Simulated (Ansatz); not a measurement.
SrZrO3 (P4mm, No. 99, 5 atoms in the cell; start mp-1068742; a measured phase of this formula has another space group)

Calculation: PBEsol (plane waves, PAW; Ansatz, an electronic-structure program).

Numerical settings: plane-wave cutoff 520 eV, 8×8×8 k mesh, Fermi–Dirac smearing 0.01 eV, scalar-relativistic PAW data made under PBE.

Cell (relaxed with PBEsol):

```cif
data_O3SrZr
_chemical_formula_sum 'Sr1 Zr1 O3'
_space_group_name_H-M_alt 'P 1'
_space_group_IT_number 1
_cell_length_a 4.11103
_cell_length_b 4.11103
_cell_length_c 4.19217
_cell_angle_alpha 90.000
_cell_angle_beta 90.000
_cell_angle_gamma 90.000
loop_
_space_group_symop_operation_xyz
  'x, y, z'
loop_
_atom_site_label
_atom_site_type_symbol
_atom_site_fract_x
_atom_site_fract_y
_atom_site_fract_z
_atom_site_occupancy
Sr1 Sr 0.50000 0.50000 0.55398 1
Zr1 Zr 0.00000 0.00000 0.00411 1
O1 O 0.00000 0.00000 0.48195 1
O2 O 0.50000 0.00000 0.95198 1
O3 O 0.00000 0.50000 0.95198 1
```

```yaml
band_gap: 3.35 eV
smallest_direct_gap_on_the_k_points_sampled: 3.64 eV
```

Spin–orbit coupling is not included.

The computed numbers hold no vibrational or temperature effects.

Cost on a shared machine: very roughly 40 core-seconds.

A start named mp-… is a Materials Project structure, which need not be a measured phase.
